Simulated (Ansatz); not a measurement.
V4GaS8: pressure series

Take V₄GaS₈ (space group F-43m, No. 216; a = 9.509 Å) as the base.

Cell and atoms are relaxed at each pressure.

Calculations: plane-wave PAW DFT at the PBEsol level (Ansatz, a program for electronic structure, 420 eV), scalar-relativistic without spin-orbit coupling.

| pressure (GPa) | volume per atom (Å³/atom) |
|---|---|
| -2 | 16.928 |
| -1 | 16.723 |
| 0 | 16.533 |
| 0.3 | 16.479 |
| 0.7 | ? |
| 1.5 | 16.270 |
| 3 | 16.029 |
| 5 | 15.738 |
| 7.5 | 15.409 |

Problem. Fit the third-order Birch–Murnaghan form P(V) = (3B₀/2)[(V₀/V)^(7/3) − (V₀/V)^(5/3)]·[1 + (3/4)(B₀′ − 4)((V₀/V)^(2/3) − 1)] (squares taken in P) to the rows shown and predict the withheld row.

Solution. Least squares on the printed values gives V₀ = 16.533 Å³/atom, B₀ = 89.9 GPa, B₀′ = 4.8; this predicts 16.408 Å³/atom, and the run gives 16.408 Å³/atom, in agreement.

Load acts through the strain it causes; cell and atoms are relaxed under it. No phonon test of stability was made. Competing high-pressure phases were not computed. Seeded moments were not kept for the base. The base started in R3m and relaxed to F-43m at this level. All final runs are without spin polarisation. An odd electron count without spin: V4GaS8.
